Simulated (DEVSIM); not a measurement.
Device: abrupt Si n-p junction, at 300 K.

```csv
layer (left to right),material,thickness (μm),Nd (cm⁻³),Na (cm⁻³),τn (s),τp (s)
1,Si,0.120,3.3e16,-,0.00043,0.00043
2,Si,46.0,-,2.8e16,0.00043,0.00043
```

Left contact: ohmic. Right contact: ohmic. Voltage is applied to the left contact. Recombination: SRH at mid-gap. Mobility is μmin + (μ − μmin)/(1 + (N/Nref)^α).

This is a model device: material constants are rounded textbook-type values typed into the input, and sizes, dopings and lifetimes were drawn at random. Values at 300 K.

| parameter | Si |
|---|---|
| gap (eV) | 1.124 |
| affinity (eV) | 4.05 |
| permittivity | 11.7 |
| Nc (cm⁻³) | 2.86e19 |
| Nv (cm⁻³) | 3.1e19 |
| μn (cm²/Vs) | 1417 |
| μp (cm²/Vs) | 470 |
| μn,min | 52 |
| μp,min | 45 |
| Nref,n | 9.7e16 |
| Nref,p | 2.2e17 |
| αn | 0.68 |
| αp | 0.72 |

DEVSIM, 1D drift-diffusion, Boltzmann statistics, complete ionisation; no tunnelling, impact ionisation, image-force lowering or self-heating.

### Question
Give the dark forward current.

### Answer

(V (V), J (A/cm²)): (-0.05, -1.4e-8); (-0.10, -9.9e-8); (-0.15, -6.3e-7); (-0.20, -4.0e-6); (-0.30, -0.00016); (-0.35, -0.00098); (-0.40, -0.0061); (-0.45, -0.038); (-0.50, -0.23); (-0.55, -1.3); (-0.60, -5.4); (-0.70, -27); (-0.75, -42); (-0.80, -59); (-0.85, -77); (-0.90, -96); (-0.95, -120); (-1.05, -160); (-1.10, -180); (-1.15, -210); (-1.20, -230); (-1.25, -260); (-1.30, -280); (-1.35, -310); (-1.45, -370); (-1.50, -400); (-1.55, -430); (-1.60, -460)
